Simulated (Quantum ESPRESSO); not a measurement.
Troubleshooting Quantum ESPRESSO: a failed run on YRh5 (P6/mmm, 6 atoms in the cell). The aim is a self-consistent single point with DFT, PBEsol, plane waves, GBRV 1.5 ultrasoft (PBESOL) pseudopotentials.

Input as run:

```fortran
&CONTROL
  calculation = 'scf'
  prefix = 'pwscf'
  outdir = './tmp'
  pseudo_dir = './'
  tprnfor = .true.
  tstress = .true.
/
&SYSTEM
  ibrav = 4
  celldm(1) = 9.7150824422
  celldm(3) = 0.835246023638
  nat = 6
  ntyp = 2
  ecutwfc = 40.0
  ecutrho = 320
  occupations = 'smearing'
  smearing = 'methfessel-paxton'
  degauss = 0.0073499
/
&ELECTRONS
  conv_thr = 1.0d-10
  mixing_beta = 0.4
/
ATOMIC_SPECIES
Rh   102.9055  rh_pbesol_v1.4.uspp.F.UPF
Y     88.9058  y_pbesol_v1.4.uspp.F.UPF
ATOMIC_POSITIONS {crystal}
Rh    0.3333333333    0.6666666667    0.0000000000
Rh    0.6666666667    0.3333333333    0.0000000000
Y     0.0000000000    0.0000000000    0.0000000000
Rh    0.5000000000    0.0000000000    0.5000000000
Rh    0.5000000000    0.5000000000    0.5000000000
Rh    0,0000000000    0,5000000000    0,5000000000
K_POINTS {automatic}
6 6 6  0 0 0
```

Output (repeated stretches shortened):

```
     This program is part of the open-source Quantum ESPRESSO suite
     for quantum simulation of materials; please cite

[eval_infix.c] A parsing error occurred
helper string:
0,0000000000
error code:
Error: invalid token: ,

 %%%%%%%%%%%%%%%%%%%%%%%%%%%%%%%%%%%%%%%%%%%%%%%%%%%%%%%%%%%%%%%%%%%%%%%%%%%%%%
     Error in routine card_atomic_positions (1):
     Error while parsing atomic position card.
 %%%%%%%%%%%%%%%%%%%%%%%%%%%%%%%%%%%%%%%%%%%%%%%%%%%%%%%%%%%%%%%%%%%%%%%%%%%%%%

     stopping ...
```

**Question.** From the messages shown, name the fault and mend the input.

**Answer.** The fault is decimal commas. The program does not read a comma as a decimal mark. To fix it, use decimal points. The program stopped before any SCF iteration.

An input that runs soundly differs in these lines (not the only fix; some lines may just follow from the change or write a value another way):
```diff
-  ecutwfc = 40.0
+  ecutwfc = 40
-Rh    0,0000000000    0,5000000000    0,5000000000
+Rh    0.0000000000    0.5000000000    0.5000000000
```

With that input, the run converged in 14 iterations: free energy E − TS -12905.9068 eV; Fermi level (on the code's own zero) 17.64 eV; pressure -1.68 GPa (DFT, PBEsol, plane waves, GBRV 1.5 ultrasoft (PBESOL) pseudopotentials).

On the sound input: the starting cell comes from a database of published, mostly measured structures (it also holds non-ambient and calculated ones), without a prior relaxation at this level. Spin polarisation is off.
